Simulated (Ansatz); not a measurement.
Consider this model of amorphous In₉Ga₉Zn₉O₃₆H₂.

```xyz
65
Lattice="9.9451 0.0494 0.1179 0.0494 8.8102 0.1753 0.1179 0.1753 9.5329" Properties=species:S:1:pos:R:3 pbc="T T T"
In     8.1903     4.5577     7.7276
In     2.0105     0.5550     1.2084
In     7.7454     4.0364     4.4855
In     9.9006     6.9548     6.1955
In     7.9613     1.0674     7.2838
In     2.8797     5.7553     7.2688
In     2.8942     0.2364     7.0031
In     1.1054     3.2141     5.8516
In     5.0358     2.8971     6.2246
Ga     9.9105     0.5982     4.1922
Ga     6.5811     7.0288     9.1250
Ga     0.7420     3.3820     2.6642
Ga     6.5678     2.9351     1.2236
Ga     9.9444     2.5028     9.4617
Ga     8.3305     5.1773     1.1170
Ga     5.1251     0.9324     9.0731
Ga     3.4822     6.5034     0.9728
Ga     8.0255     0.1141     1.3512
Zn     3.1487     7.4133     4.1062
Zn     3.3037     3.3796     9.2298
Zn     0.3462     6.7706     2.8018
Zn     5.4381     0.7938     3.1618
Zn     0.5468     7.4025     9.2623
Zn     6.0949     6.4088     2.7795
Zn     5.8136     7.9021     6.2020
Zn     4.0842     4.2849     3.5913
Zn     2.8806     1.6921     3.9081
O      3.2925     3.6027     7.1330
O      4.7489     2.3984     4.1650
O      9.6546     5.0432     2.5136
O      8.9219     8.3086     3.1445
O      5.4432     4.8094     5.0386
O      1.5398     7.5496     7.6013
O      3.6067     0.1629     2.7626
O      1.0955     5.1723     6.3860
O      7.0829     0.9014     9.2311
O      9.6010     2.7354     7.6410
O      6.6965     5.1678     9.1287
O      3.3548     5.3628     9.2745
O      9.7002     0.4484     0.3265
O      1.3555     2.9163     0.7654
O      8.3204     3.2768     0.5438
O      4.9240     2.4498     0.4814
O      9.1218     8.9358     5.9655
O      5.0201     0.8747     7.0669
O      7.1931     7.7115     7.5109
O      9.5035     2.8456     4.3632
O      9.3486     5.9426     9.0835
O      6.8604     4.4796     2.4995
O      8.3138     5.5471     5.8469
O      1.7488     7.2494     1.2792
O      1.0757     1.4089     2.8382
O      7.3726     7.0501     1.3142
O      3.9355     7.2391     6.0103
O      7.1358     2.9290     6.4391
O      4.1234     6.0800     2.7131
O      7.0250     1.4539     2.3111
O      4.9173     7.8236     9.6696
O      1.8769     1.2942     5.5523
O      6.3578     7.8847     4.2174
O      3.1180     1.1568     8.9522
O      1.1873     7.5597     4.3840
O      2.2183     3.7279     3.7965
H      7.3408     8.0564     4.0961
H      5.2704     5.6603     5.4943
```

Computed with PBE, scalar-relativistic without spin-orbit coupling (plane waves to 420 eV, PAW; Ansatz, a quantum-chemistry and plane-wave program). The usual formal charges leave 2 electrons over, so the level spacing at the Fermi energy parts defect or band states and needn't be the band gap.

It comes from a melt-quench run on a machine-learned potential (CHGNet), relaxed afterwards by DFT. O atoms were pushed apart under 1.9 Å during the dynamics, to hinder bonds among them. The hot cell started wider than the set density and was brought back towards it in steps. It is the lowest in DFT energy of 2 quenches. It is a model cell: composition and starting density were chosen by hand, and all elements were melted together. No dispersion term was used. Its density started from a set value of 5.64 and ended at 5.62 g/cm³. The simulated quench (nominally 280 K/ps over its main leg) is rapid and tends to freeze in more defects than a deposited or slowly cooled glass has. One small periodic cell is one sample of the glass; other quenches scatter about these values. Volume and shape were free in the relaxation. On a 2×2×2 Γ-centred mesh force components of up to 0.16 eV/Å stay, since the relaxation ran on the zone centre alone.

Neighbours within In-In 3.12 Å, In-Ga 2.90 Å, In-Zn 2.90 Å, In-O 2.74 Å, In-H 2.08 Å, Ga-Ga 2.68 Å, Ga-Zn 2.68 Å, Ga-O 2.42 Å, Ga-H 1.84 Å, Zn-Zn 2.68 Å, Zn-O 2.40 Å, Zn-H 1.84 Å, O-O 1.58 Å, O-H 1.16 Å, H-H 0.90 Å count as bonded. Two cations that share two anions don't count as bonded, nor two that share one unless they lie closer than In-In 3.04 Å, In-Ga 2.82 Å, In-Zn 2.82 Å, Ga-Ga 2.61 Å, Ga-Zn 2.61 Å, Zn-Zn 2.61 Å.

Task: Give the coordination numbers, mean bond lengths and angles.

Result: 
The mean coordination of In by anions is 5.33 (6 with 5, 3 with 6). The mean coordination of Ga by anions is 4.67 (4 with 4, 4 with 5, 1 with 6). The mean coordination of Zn by anions is 4.22 (7 with 4, 2 with 5) and the mean coordination of O comes out as 3.61 (14 with 3, 22 with 4). The mean coordination of H is 1.00 (2 with 1), the mean In-O bond is 2.224 Å (spread 0.138 Å, 48 counted) and the mean Ga-O bond comes out as 1.969 Å (spread 0.108 Å, 42 counted). The mean Zn-O bond comes out as 2.044 Å (spread 0.082 Å, 38 counted) and the mean O-H bond comes out as 0.993 Å (spread 0.012 Å, 2 counted). The bond angle at In is mean 104.8°, spread 28.2° and the bond angle at Ga is mean 107.0°, spread 24.3°. The bond angle at Zn comes out as mean 108.6°, spread 20.5° and the bond angle at O is mean 109.7°, spread 15.1°.

Task: List the pairs of like atoms that count as bonded by the rules above.

Result: There are none by these rules.
